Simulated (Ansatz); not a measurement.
GaN (model structure, started from the MgO type, Pm-3n, No. 223, 12 atoms in the cell) was calculated with dielectric-dependent PBEsol hybrid (plane waves, PAW; Ansatz, a first-principles code).

Run with plane-wave cutoff 460 eV, 4×4×4 k mesh, Fermi–Dirac smearing 0.01 eV, scalar-relativistic PAW data made under PBE.

Cell (relaxed with PBEsol):

```yaml
crystal:
  lattice:
    - [5.51305, 0.00000, 0.00000]
    - [0.00000, 5.51305, 0.00000]
    - [0.00000, 0.00000, 5.51305]
  atoms:
    - { symbol: Ga, position: [0.25000, 0.00000, 0.50000] }
    - { symbol: Ga, position: [0.75000, 0.00000, 0.50000] }
    - { symbol: Ga, position: [0.50000, 0.75000, 0.00000] }
    - { symbol: Ga, position: [0.50000, 0.25000, 0.00000] }
    - { symbol: Ga, position: [0.00000, 0.50000, 0.75000] }
    - { symbol: Ga, position: [0.00000, 0.50000, 0.25000] }
    - { symbol: N, position: [0.25000, 0.50000, 0.00000] }
    - { symbol: N, position: [0.75000, 0.50000, 0.00000] }
    - { symbol: N, position: [0.00000, 0.75000, 0.50000] }
    - { symbol: N, position: [0.00000, 0.25000, 0.50000] }
    - { symbol: N, position: [0.50000, 0.00000, 0.75000] }
    - { symbol: N, position: [0.50000, 0.00000, 0.25000] }
```

**Question.** Estimate the band gap that the calculation returns.

**Answer.** 
* **band gap**: 3.03 eV (on the SCF k mesh) (direct)

Note: the relaxation could raise the start's symmetry but not lower it, so the cell can be a saddle point; cell and atoms aren't relaxed at this level (pressure -3.1 GPa).

Spin–orbit coupling is not included.

The computed numbers hold no vibrational or temperature effects.

A model structure was made by putting elements into a prototype or built by hand; it is no filed structure, need not be a known phase, and can be a saddle point held by its symmetry.
